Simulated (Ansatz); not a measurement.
Start from Al$_{2}$Pt (space group Fm-3m, No. 225; a = 5.897 Å; relaxed with 0.1 eV smearing). Axes: x, y, z lie along the cube axes.

Method: PBEsol (Ansatz, an electronic-structure program, PAW, without spin-orbit coupling).

One thing is altered: the cell is scaled by 1.0200 in all directions, atoms relaxed at fixed cell.

**Question.** Predict the stress tensor and what it implies for the stiffness.

**Answer.** Stress of the strained cell less that of the base (GPa, compression positive):
```
   -7.2     0.0     0.0
    0.0    -7.2     0.0
    0.0     0.0    -7.2
```

Then B = −ΔP/(ΔV/V₀) with ΔV/V₀ = 0.0612 gives secant stiffness values (nonlinear terms included at this strain): B ≈ 118 GPa.

As a check, the harmonic strain energy −½ V₀ Δσ:ε is 23 meV/atom; the computed energy rise is 25 meV/atom.

Stability against distortions was not tested. The final runs are not spin-polarised.
